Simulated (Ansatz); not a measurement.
Reference: Ta (Im-3m), PBEsol, DFPT electron-phonon coupling, linearised Boltzmann equation (plane waves, PAW, scalar-relativistic; Ansatz, a program for electronic structure); geometry: relaxed with this functional, without spin-orbit coupling.

Space group Im-3m (No. 229); a = b = c = 3.2823 Å, α = β = γ = 90.00°

```tsv
atom	site	symmetry	x	y	z
Ta	2a	m-3m	0.0000	0.0000	0.0000
```
(The calculation used a cell of 1 atom; values per cell refer to that cell.)

The resistivity at 300 K comes out as 12.6 μΩ·cm, the electron-phonon coupling λ comes out as 0.95 and the logarithmic mean phonon energy comes out as 12.6 meV.

### Question
Replace Ta by V on the same sites and relax. What happens?

### Answer
V (Im-3m): volume per atom 17.7 to 13.0 Å³; resistivity at 300 K rises (12.6 μΩ·cm to 24 μΩ·cm); electron-phonon coupling λ rises (0.95 to 1.54); logarithmic mean phonon energy rises (12.6 meV to 16.7 meV).

### Question
Swap Ta for Nb, keeping the structure type. How do these values move?

### Answer
Nb (Im-3m): volume per atom 17.7 to 17.5 Å³; resistivity at 300 K rises (12.6 μΩ·cm to 16.7 μΩ·cm); electron-phonon coupling λ rises (0.95 to 1.42); logarithmic mean phonon energy stays about the same (12.6 meV to 11.6 meV).

### Question
Replace Ta by W on the same sites and relax. What happens?

### Answer
W (Im-3m): volume per atom 17.7 to 15.7 Å³; resistivity at 300 K falls (12.6 μΩ·cm to 5.1 μΩ·cm); electron-phonon coupling λ falls (0.95 to 0.30); logarithmic mean phonon energy rises (12.6 meV to 19.2 meV).

Moves up to 14 % count as about the same. Metals; harmonic phonons alone scatter; means over directions. Halving the electron mesh moves these values by up to 9 %; q meshes are mostly untested. Some of the runs warned that the eigensolver left states short of its tolerance. Spin-orbit coupling is left out.

Treated as nonmagnetic (a ferromagnetic start lost its moment, other orders weren't tried): V (Im-3m). The missing spin-orbit coupling matters most for Ta (Im-3m), W (Im-3m).
